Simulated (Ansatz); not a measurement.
Ansatz (a program for electronic structure) run on Si₂Ni₂Y (I4/mmm, 5 atoms in the cell): self-consistent single point.

Level of theory: PBEsol, default PAW files made with PBE (plane waves; Ansatz).

```
Y(SiNi)2
1.0
   -2.02483     2.02483     4.88435
    2.02483    -2.02483     4.88435
    2.02483     2.02483    -4.88435
Si Ni Y
2 2 1
Cartesian
  0.00000   0.00000   3.61442
  0.00000   0.00000   6.15428
  0.00000   2.02483   2.44217
  2.02483   0.00000   2.44217
  0.00000   0.00000   0.00000
```
Moments meant for the start (each program seeds them in its own way; μB, in the order of the atoms Si Si Ni Ni Y): 0.0 0.0 2.0 2.0 0.0.

Reference input (self-consistent single point, DFT, PBEsol, plane waves, default PAW files made with PBE): kpoints.mp_grid.grid = 6 6 6; kpoints.mp_grid.shift = 0.5 0.5 0.5; hamiltonian.xc = pbesol; hamiltonian.pseudopotentials = {kind: paw} (the program's default PAW files); magnetization.spin_polarized = true; scf.occupations.method = fermi_dirac; scf.occupations.width = 0.1 eV. This run's input differs from it in these lines:

```diff
@@ -24,3 +24,3 @@
   occupations:
-    method: fermi_dirac
+    method: cold
     width: 0.1
```

Output, abridged:

```
SCF iter   1: F=—  HF=-16653.717249 eV  |F-HF|=—  |Δ(HF+E_count)|=         —  Δρ=1.47e-1 (↑1.47e-1 ↓2.88e-2)  dr2=1.18e1  dr2_m=4.52e0  M=1.643 μB ∫|m|=1.896 μB  β_m=0.30  ethr=3.10e-3  ⟨swp⟩=5.8  Hψ=7762  notcnv=0
Mixer restart at iter 1: flushing history
all-band conjugate gradients solve this SCF's bands
preconditioner: auto → Kerker (q_TF=auto, 2.563 Å⁻¹)
spin=Collinear: Kerker preconditioning applied to the charge; magnetization (m = ρ↑ − ρ↓) channel mixes plain (no charge-response kernel on spin).
   [... lines left out ...]
SCF iter  16: F=—  HF=-16652.356831 eV  |F-HF|=—  |Δ(HF+E_count)|=   4.64e-9  S|Δr|=    0.00e0  Δρ=2.17e-6 (↑1.09e-6 ↓2.17e-6)  dr2=6.84e-9  dr2_m=2.28e-10  M=0.000 μB ∫|m|=0.000 μB  β_m=0.97  ethr=6.72e-11  ⟨swp⟩=3.1  Hψ=5387  notcnv=0
SCF iter  17: F=-16652.356831 eV  HF=-16652.356831 eV  |F-HF|=4.40e-10  |Δ(HF+E_count)|=  3.86e-10  S|Δr|=    0.00e0  Δρ=6.23e-7 (↑2.15e-7 ↓6.23e-7)  dr2=3.54e-10  dr2_m=4.57e-11  M=0.000 μB ∫|m|=0.000 μB  ethr=1.24e-11  ⟨swp⟩=2.1  Hψ=3786  notcnv=0
SCF 1 converged in 17 iterations: F = -16652.356831 eV  dr2 = 3.54e-10
WARN: the starting moments were not kept: the SCF closed with an absolute magnetisation of 1.3e-5 μB, where they sum to 4 μB in size (2 sites) …
   [... lines left out ...]
Absolute magnetization: 0.0000 μB (∫|ρ↑−ρ↓|, with the PAW one-centre terms)
Free energy (F): -16652.356831 eV
Fermi energy:    12.145880 eV
   [... lines left out ...]
  atom   5  Y      0.00000000     0.00000000     0.00000000
--- Stress (GPa, compression-positive) ---
      -11.660304       0.000000      -0.000000
        0.000000     -11.660304       0.000000
       -0.000000       0.000000     -11.469496
  P = ⅓ Tr σ = -11.5967 GPa (-115.967 kbar)
  The stress holds the Pulay correction. Without it, at fixed plane waves, as pw.x and ABINIT print it: P = -11.6244 GPa
```

The run converged in 17 iterations. Against the reference run the free energy rises by 10.3 meV/atom, the pressure hardly changes (-11.51 to -11.60 GPa) and the largest force hardly changes (0.035 to 0.036 eV/Å).

The starting cell comes from a database of published, mostly measured structures (it also holds non-ambient and calculated ones), without a prior relaxation at this level. Its lattice was rescaled by a random factor within 2.5 % of one. The starting moments vanished: the run ended non-magnetic, which need not be the lowest state. The program warned that a starting moment was not kept. With a pressure of about -12 GPa the cell is away from its equilibrium volume at this level. Ansatz's pressure includes its estimate of the finite-basis (Pulay) stress.

Keys are those of Ansatz 0.2.
